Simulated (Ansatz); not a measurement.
Take CoCl₃ in the ReO3 type structure (space group Pm-3m, No. 221; a = 4.659 Å; ferromagnetic; a hypothetical phase, not in the database extracts checked; relaxed with 0.1 eV smearing) as the base. Axes: x, y, z lie along the cube axes.

All numbers come from DFT with PBE, PAW potentials and a 420 eV plane-wave cutoff in Ansatz (a quantum-chemistry and plane-wave program), no spin-orbit coupling.

The change: every lattice vector is shortened by 2.11 %; the atoms relax in the strained cell.

### Question
Predict the stress tensor and what it implies for the stiffness.

### Answer
Stress of the strained cell less that of the base (GPa, compression positive):
```
    3.0     0.0     0.0
    0.0     3.0     0.0
    0.0     0.0     3.0
```

Then B = −ΔP/(ΔV/V₀) with ΔV/V₀ = -0.0620 gives secant stiffness values (nonlinear terms included at this strain): B ≈ 48 GPa.

As a check, the harmonic strain energy −½ V₀ Δσ:ε is 15 meV/atom; the computed energy rise is 14 meV/atom.

Whether these cells are dynamically stable was not tested. No Hubbard U is applied and the magnetic state is the run's own (CoCl3 ferromagnetic); other magnetic orders, which need larger cells, were not tried and can change the gap.
